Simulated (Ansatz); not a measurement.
The starting structures come from a database of crystals and need not be the phases stable at ambient conditions.

The decay constant κ of evanescent states in the gap governs leakage through a thin film.

Data:

```xyz
12
Lattice="6.8428 0.0000 0.0000 0.0000 7.8908 0.0000 0.0000 0.0000 4.1783" Properties=species:S:1:pos:R:3 pbc="T T T"
Ba     1.6387     3.0546     1.0446
Ba     5.2041     4.8362     3.1337
Ba     1.7827     7.0000     3.1337
Ba     5.0601     0.8908     1.0446
H      3.2287     5.3722     1.0446
H      3.6141     2.5186     3.1337
H      0.1927     1.4268     3.1337
H      6.6501     6.4640     1.0446
H      4.4142     7.3260     3.1337
H      2.4286     0.5647     1.0446
H      5.8500     3.3806     1.0446
H      0.9928     4.5101     3.1337
```

The cell is taken as given; by r2SCAN it stands under a pressure of -0.5 GPa.

Transport runs along the normal of the first two printed cell vectors.

The gap is the functional's own, uncorrected, and κ follows it; spin-orbit coupling is left out. Mid-gap means the computed energy nearest the middle.

Estimate the band gap and the smallest decay constant κ at mid-gap that r2SCAN run with Ansatz (an electronic-structure program) returns for this system.

Gap 3.35 eV on a 6×4×8 mesh; κ = 0.382 1/Å, at (0.333, 0.000) of the in-plane reciprocal vectors. At the zone centre the slowest state has κ = 0.42 1/Å.
